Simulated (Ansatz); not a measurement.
Defect: Rh-vacancy pair (Rh on one host Mo site, one Mo site vacant) in bcc Mo, neutral cell. Method: PBE, PAW (plane waves to 420 eV; Ansatz, a first-principles code).

36-site cell at the relaxed PBE lattice, a 2×2×3 k-point mesh shifted by half a step, smearing 0.10 eV, spin-restricted, no finite-size correction. No zero-point or tunnelling terms. Forms of the defect that were not tried may lie lower.

Barriers: single points on a 3×3×5 k-point mesh shifted by half a step at the bands' geometries (they differ from the bands' own by up to 0.07 eV, and are uncertain by about as much).

The step: Rh and the vacancy change places (Rh-vacancy distance between ideal sites 2.74 Å throughout); the atom moves 2.61 Å along (0.48, 0.48, 0.47) of the unit cell; the moving atom starts with neighbours 2 Mo at 2.73, 2 Mo at 2.77, 3 Mo at 2.78, 2 Mo at 3.08, Mo at 3.09, 2 Mo at 3.17, Mo at 3.23 Å and ends with 2 Mo at 2.73, 2 Mo at 2.77, 3 Mo at 2.78, 2 Mo at 3.08, Mo at 3.09, 2 Mo at 3.17, Mo at 3.23 Å.

Problem. Estimate the migration barrier of this step that PBE, PAW returns for this input.

Solution. 0.71 eV, the same both ways. At the saddle the moving atom has neighbours 4 Mo at 2.67, 2 Mo at 2.70, 6 Mo at 3.36 Å. The saddle point's order was not checked, and it lies on a symmetry element of the cell, where a band can be held.
